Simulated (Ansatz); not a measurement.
Consider the following.

```yaml
crystal:
  lattice:
    - [3.80102, 0.00000, 0.00000]
    - [-1.90051, 3.29178, 0.00000]
    - [0.00000, 0.00000, 6.23794]
  atoms:
    - { symbol: Zn, position: [0.66667, 0.33333, 0.99970] }
    - { symbol: Zn, position: [0.33333, 0.66667, 0.49970] }
    - { symbol: S, position: [0.66667, 0.33333, 0.62550] }
    - { symbol: S, position: [0.33333, 0.66667, 0.12550] }
```

No spin polarisation.

The values are results of Ansatz (a quantum-chemistry and plane-wave program), r2SCAN, PAW, cutoff 500 eV, without spin-orbit coupling, not measurements. Γ-centred 10×10×6 mesh, Fermi–Dirac width 0.05 eV.

Predict the band gap, gap character, width of the top valence band and valence-band top at Γ.

The band gap is 2.80 eV and the gap character is direct at Γ. The width of the top valence band is 2.20 eV and the valence-band top at Γ (three highest levels, from the VBM) comes out as 0.00, 0.00, -0.09 eV.

Load acts through the strain it causes; cell and atoms are relaxed under it. Stability against distortions was not tested. The cell was made from ZnS in the wurtzite structure (space group P6_3mc, No. 186) by this change: pressure 0.3 GPa.
